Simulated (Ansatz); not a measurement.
## HgSe under a change: tensor shear ε_xy = +1.14 %

Consider HgSe in the zinc blende structure (space group F-43m, No. 216; a = 6.063 Å). Axes: x, y, z lie along the cube axes.

Perturbation: tensor shear ε_xy = +1.14 % (engineering shear γ = 0.0228), atoms relaxed at fixed cell.

Calculations: LDA, PAW, 420 eV (Ansatz, an electronic-structure program; no spin-orbit coupling). Γ-centred 9×9×9 mesh, Fermi–Dirac width 0.05 eV.

```csv
quantity,base,changed,shift
volume per atom,27.86 Å³,27.86 Å³,0.00 Å³
space group,F-43m (No. 216),Imm2 (No. 44),–
energy relative to the base (free energy F),0 meV/atom,+1.1 meV/atom,+1.1 meV/atom
"pressure (mean of the normal stresses, compression positive)",0.0 GPa,0.0 GPa,0.0 GPa
band gap,zero,zero,–
"valley order (the lowest conduction-band minima on the path, energy above the VBM, named in the base's zone)",–,Γ 0.04 eV; L along [1-1-1] 0.86 eV; L along [111] 1.04 eV,–
largest internal atomic displacement,–,0.017 Å,–
"stress (xx, yy, zz, yz, xz, xy; compression positive) (rough)",–,"(0.0, 0.0, 0.0, 0.0, 0.0, -0.5) GPa",–
```

Final structure:

```
HgSe
1.0
    0.03456     3.03148     3.03148
    3.03148     0.03456     3.03148
    3.06604     3.06604     0.00000
Hg Se
1 1
Direct
  0.00285   0.00285   0.99715
  0.24715   0.24715   0.25285
```

Without a gap, meshes like the base's 9×9×9 leave anisotropic stresses uncertain by several tenths of a GPa, and small strain energies with them. Spin-orbit coupling, missing from the scalar runs, can matter with Hg. The cells carry an imposed strain or load. Whether these cells are dynamically stable was not tested. The final runs are not spin-polarised. Gaps under 0.05 eV, about the width of the smearing, are given as zero. A zero or small gap of HgSe can be the functional's error rather than a property of the material.
